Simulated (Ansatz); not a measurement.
The starting structures come from a database of crystals and need not be the phases stable at ambient conditions.

Tunnelling through a barrier is set by its complex band structure: the current falls as exp(−2κd) with the smallest κ.

Given:

```
CELL_PARAMETERS angstrom
      7.37494     0.00000     0.00000
      2.21144     7.24605     0.00000
     -3.06384    -1.89013     5.86922
ATOMIC_POSITIONS crystal
  Cd 0.12980 0.22440 0.66910
  Cd 0.87020 0.77560 0.33090
  Hg 0.64030 0.21690 0.15750
  Hg 0.35970 0.78310 0.84250
  Hg 0.36350 0.78240 0.34080
  Hg 0.63650 0.21760 0.65920
  S  0.13560 0.30510 0.20760
  S  0.86440 0.69490 0.79240
  O  0.88870 0.82240 0.03060
  O  0.11130 0.17760 0.96940
  O  0.19840 0.86380 0.54870
  O  0.80160 0.13620 0.45130
  O  0.17490 0.17280 0.34140
  O  0.82510 0.82720 0.65860
  O  0.06080 0.56170 0.79590
  O  0.93920 0.43830 0.20410
  O  0.46870 0.26690 0.85050
  O  0.53130 0.73310 0.14950
  O  0.69070 0.58480 0.69000
  O  0.30930 0.41520 0.31000
```

Space group of this cell: P-1. The cell is taken as given; by r2SCAN its mean pressure is -5.1 GPa.

Transport runs along the normal of the first two printed cell vectors.

No gap correction and no spin-orbit coupling; mid-gap values are interpolated between computed energies.

**Question.** State the band gap and the smallest decay constant κ at mid-gap according to r2SCAN run with Ansatz (an electronic-structure program).

**Answer.** Gap 1.74 eV on a 6×6×6 mesh; κ = 0.259 1/Å, at the zone centre.
